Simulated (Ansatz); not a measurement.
ZrTeSe (P4/nmm, No. 129, 6 atoms in the cell; start mp-1120787) was calculated with r²SCAN in Ansatz (PAW).

Settings: plane-wave cutoff 560 eV, 8×8×6 k mesh (along the axes of the cell as run), Fermi–Dirac smearing 0.01 eV, scalar-relativistic PAW data made under PBE.

Cell (relaxed at this level):

```
ZrSeTe
1.0
    4.60668     0.00000     0.00000
    0.00000     4.60668     0.00000
    0.00000     0.00000     7.21098
Zr Te Se
2 2 2
Direct
  0.50000   0.00000   0.25729
  0.00000   0.50000   0.74271
  0.50000   0.50000   0.00000
  0.00000   0.00000   0.00000
  0.50000   0.00000   0.62602
  0.00000   0.50000   0.37398
```

**Question.** Estimate the band gap, Γ–Γ gap and bulk modulus B0 that the calculation returns.

**Answer.** 
- band gap = 0.46 eV (on the SCF k mesh)
- Γ–Γ gap = 1.23 eV
- bulk modulus B0 = 58.8 GPa

Note: the relaxation could not lower the start's symmetry, so the cell can be a saddle point above a distorted one; the bulk modulus is −V dP/dV from two relaxed cells at ±2 % in volume.

Spin–orbit coupling is not included; with these elements it can move the gap by several tenths of an eV or more.

The computed numbers hold no vibrational or temperature effects.

The result took about 10 core-minutes (a rough figure).

A start named mp-… is a Materials Project structure, which need not be a measured phase.

Ansatz is a program for electronic structure.
